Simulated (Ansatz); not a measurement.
Start from BN in the zinc blende structure (space group F-43m, No. 216).

Space group F-43m (No. 216); a = 3.625 Å, b = 3.625 Å, c = 3.625 Å, α = 90.00°, β = 90.00°, γ = 90.00°

| atom | site | symmetry | x | y | z |
|---|---|---|---|---|---|
| N | 4c | -43m | 0.2500 | 0.2500 | 0.2500 |
| B | 4a | -43m | 0.0000 | 0.0000 | 0.0000 |
(The calculation used a cell of 2 atoms; values per cell refer to that cell.)

Computed with plane-wave PAW DFT at the PBE level (Ansatz, a first-principles code, 420 eV), without spin-orbit coupling.

Base values:

| Item | Result |
|---|---|
| Width of the top valence band | 6.45 eV |

Modification: the cell is scaled by 1.0222 in all directions; the atoms relax in the strained cell.

**Question.** Estimate the effect on the mean gap deformation potential ΔEg/Δln V, energy relative to the base and width of the top valence band.

**Answer.** The mean gap deformation potential ΔEg/Δln V comes out as -1.2 eV; the energy rises by 29 meV/atom; the width of the top valence band shrinks by 0.442 eV, from 6.45 eV to 6.00 eV.

No phonon test of stability was made.
